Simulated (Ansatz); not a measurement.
## Response to strain in SnO2

Consider SnO2 in the rutile structure (space group P4_2/mnm, No. 136).

```
SnO2
1.0
    4.82757     0.00000     0.00000
    0.00000     4.82757     0.00000
    0.00000     0.00000     3.23813
Sn O
2 4
Direct
  0.00000   0.00000   0.00000
  0.50000   0.50000   0.50000
  0.30658   0.30658   0.00000
  0.80658   0.19342   0.50000
  0.19342   0.80658   0.50000
  0.69342   0.69342   0.00000
```

Strains are applied to the cell and any free atomic positions relax.

All numbers come from PBE in Ansatz (plane waves to 420 eV, PAW, scalar-relativistic without spin-orbit coupling).

Notes on the quantities. pressure: mean of the normal stresses, compression positive; energy relative to the base: free energy F.

```json
[
 {"variant": "base", "band gap": "0.68 eV", "pressure": "0.00 GPa", "energy relative to the base": "0 meV/atom", "volume per atom": "12.58 Å³"},
 {"variant": "isotropic strain +0.60 %", "band gap": "0.50 eV", "pressure": "-3.02 GPa", "energy relative to the base": "?", "volume per atom": "12.81 Å³"},
 {"variant": "isotropic strain +1.20 %", "band gap": "0.33 eV", "pressure": "-5.75 GPa", "energy relative to the base": "+8.6 meV/atom", "volume per atom": "13.04 Å³"},
 {"variant": "isotropic strain +1.80 %", "band gap": "0.16 eV", "pressure": "-8.20 GPa", "energy relative to the base": "+19 meV/atom", "volume per atom": "13.27 Å³"},
 {"variant": "isotropic strain +2.40 %", "band gap": "zero", "pressure": "-10.4 GPa", "energy relative to the base": "?", "volume per atom": "13.51 Å³"},
 {"variant": "isotropic strain +3.00 %", "band gap": "zero", "pressure": "-12.4 GPa", "energy relative to the base": "+49 meV/atom", "volume per atom": "13.74 Å³"}
]
```

Task: What belongs in the blanks?

Result: 
- isotropic strain +0.60 %, energy relative to the base: +2.2 meV/atom
- isotropic strain +2.40 %, energy relative to the base: +32 meV/atom

Whether these cells are dynamically stable was not tested. The final runs are not spin-polarised. Gaps under 0.05 eV, about the width of the smearing, are given as zero. A zero or small gap of SnO2 under isotropic strain +1.80 %, SnO2 under isotropic strain +2.40 % and SnO2 under isotropic strain +3.00 % can be the functional's error rather than a property of the material.

Ansatz is a quantum-chemistry and plane-wave program.
